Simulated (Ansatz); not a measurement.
Start from TiSe₂ in the CdI2 type structure (space group P-3m1, No. 164; a = 3.480 Å, c = 5.872 Å; layered, stacked along the Cartesian z axis; relaxed with 0.1 eV smearing).

All numbers come from PBE-D3(BJ), PAW, 420 eV (Ansatz, an electronic-structure program; no spin-orbit coupling).

Base values:

```
Quantity    Value
--------  -------
Pressure  0.0 GPa
Band gap     zero
```

Perturbation: an isotropic linear strain of +5.81 %; the atoms relax in the strained cell.

**Question.** What happens to the largest internal atomic displacement?

**Answer.** The largest internal atomic displacement is 0.159 Å.

**Question.** Predict the new energy relative to the base.

**Answer.** The energy rises by 72 meV/atom.

**Question.** What happens to the pressure?

**Answer.** The pressure (mean of the normal stresses, compression positive) goes from zero to -5.1 GPa.

**Question.** What does the calculation give for the band gap after the change?

**Answer.** The band gap remains zero.

Whether these cells are dynamically stable was not tested. All final runs are without spin polarisation. The zero or small gap of TiSe2 can change with the level of theory.
